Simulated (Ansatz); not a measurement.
Consider PbS in the rock salt structure (space group Fm-3m, No. 225; a = 5.9747 Å).

Calculations: r2SCAN (Ansatz, a program for electronic structure; PAW; 500 eV plane waves; spin-orbit coupling left out).

Base values:

* **Pressure**: -0.01 GPa
* **Width of the top valence band**: 3.46 eV

It is then changed as follows: every lattice vector is stretched by 2.50 %, atoms relaxed at fixed cell.

**Question.** Estimate the effect on the pressure and width of the top valence band.

**Answer.** The pressure falls by 3.65 GPa, from -0.01 GPa to -3.66 GPa; the width of the top valence band falls by 0.55 eV to 2.91 eV.

With Pb present, leaving out spin-orbit coupling can change the band edges. The levels and masses belong to the bands next to the band gap. The cells carry an imposed strain or load. No phonon test of stability was made.
